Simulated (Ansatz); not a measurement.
**InP, pressure series**

The parent structure is InP in the zinc blende structure (space group F-43m, No. 216; a = 5.960 Å).

Cell and atoms are relaxed at each pressure.

The values are results of Kohn–Sham DFT with the PBE functional, run in Ansatz (a first-principles code) with PAW and 420 eV plane waves, spin-orbit coupling left out, not measurements.

Candidates:
(a) pressure 3 GPa
(b) pressure 50 GPa
(c) pressure 100 GPa
(d) pressure −1 GPa
(e) pressure 75 GPa

Base values:

The band gap is 0.44 eV.

Order them by band gap, highest first.

(b) pressure 50 GPa (1.05 eV), (e) pressure 75 GPa (0.79 eV), (a) pressure 3 GPa (0.69 eV), (c) pressure 100 GPa (0.57 eV), (d) pressure −1 GPa (0.35 eV)

Load acts through the strain it causes; cell and atoms are relaxed under it. No phonon test of stability was made. Measured, InP leaves this structure (for rock salt) near 9.8 GPa (temperature not stated; as listed in Datta, Sujoy, Jana, Debnarayan, arXiv (2020)).
